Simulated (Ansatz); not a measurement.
## HgSe under a change: x(Cd) = 0.75, 8 atoms, R3m

Take HgSe in the zinc blende structure (space group F-43m, No. 216; a = 6.133 Å) as the base.

The other end (x = 1) is CdSe in the zinc blende structure (space group F-43m, No. 216): 28.12 Å³/atom, gap 0.48 eV.

One thing is altered: a fraction x = 0.75 of the Hg sites is given to Cd, ordered in a cell of 8 atoms (starting symmetry R3m) and fully relaxed.

Computed with DFT with PBEsol, PAW potentials and a 420 eV plane-wave cutoff in Ansatz (a program for electronic structure), no SOC. Γ-centred 9×9×9 mesh, Fermi–Dirac width 0.05 eV.

* **Volume per atom**: 28.30 Å³ (base 28.84 Å³)
* **Density**: 6.26 g/cm³ (base 8.05 g/cm³)
* **Band gap**: zero (base zero)
* **Mixing energy**: 0.00 eV/atom (to 0.01 eV only: unlike meshes or grids)
* **Deviation of the volume from the linear (Vegard-type) interpolation**: 0.0 %
* **Mean first-shell distances**: Hg–Se 2.649 Å (end compound 2.656 Å), Cd–Se 2.636 Å (end compound 2.633 Å)

Final structure:

```
CELL_PARAMETERS angstrom
      2.15585     1.24468    14.05955
     -2.15585     1.24468    14.05955
      0.00000    -2.48937    14.05955
ATOMIC_POSITIONS crystal
  Se 0.31299 0.31299 0.31299
  Se 0.56208 0.56208 0.56208
  Se 0.81244 0.81244 0.81244
  Se 0.06268 0.06268 0.06268
  Cd 0.00014 0.00014 0.00014
  Hg 0.25012 0.25012 0.25012
  Cd 0.49960 0.49960 0.49960
  Cd 0.74995 0.74995 0.74995
```

Each cell is one ordered arrangement of few atoms, which overstates ordering effects compared with a random alloy. Spin-orbit coupling, missing from the scalar runs, can matter with Hg. Stability against distortions was not tested. The final runs are not spin-polarised. The zero or small gap of Cd3HgSe4 and HgSe can change with the level of theory.
